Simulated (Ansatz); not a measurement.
**Si: energy against strain**

Si (diamond, Fd-3m, 20.054 Å³/atom at rest) under an equal strain ε in the (111) plane with the normal axis free, as in a coherent film. PBEsol in Ansatz, a plane-wave DFT program (PAW, default set), 420 eV, 11×11×11 Γ-centred mesh, Fermi-Dirac smearing 0.05 eV; ions are relaxed within the symmetry of each cell.

Here s stands for strain and y for E less E0.

```csv
strain (%),E less E0 (meV/atom)
-2.50,?
-1.25,4.30
-0.83,1.88
-0.42,0.48
0.00,0.00
0.42,0.48
0.83,1.84
1.25,4.14
```

Task: Using a parabola, estimate the missing y at s = -2.50 from the other rows, showing the fit.

Result: Least squares gives y = 0.002 - 0.0480·s + 2.6993·s². Residuals (row less fit): 0.020, -0.021, -0.018, -0.002, 0.022, 0.018, -0.020; standard error 0.025 (degrees of freedom: 4). Twice the quadratic coefficient over the volume, 2 × 2.6993 meV × 10⁴ × 0.1602 / 20.054 Å³, is twice the biaxial elastic modulus of this plane = 431 ± 2 GPa. At the withheld row, y = 0.002 - 0.0480 × (-2.50) + 2.6993 × (-2.50)² = 16.993 meV/atom. The calculation gives 17.56 meV/atom, 0.567 meV/atom above the prediction (3.2 % of the range of y in the table). The row lies outside the fitted rows, so this is an extrapolation. From the scatter of the fitted rows alone, a prediction at this place has a standard error of 0.094 meV/atom, so the miss is 6.0 times that.

One order more, fitted to all 13 runs of the series, follows each within 0.01, so the miss is the next term of a smooth law. Rows are the converged runs of the series near zero and its far end; series whose fitted rows scatter by over a few per cent of the range, as at a crossing or softening among them, aren't shown in this form. Most that stay on the fit to the last digits aren't either.
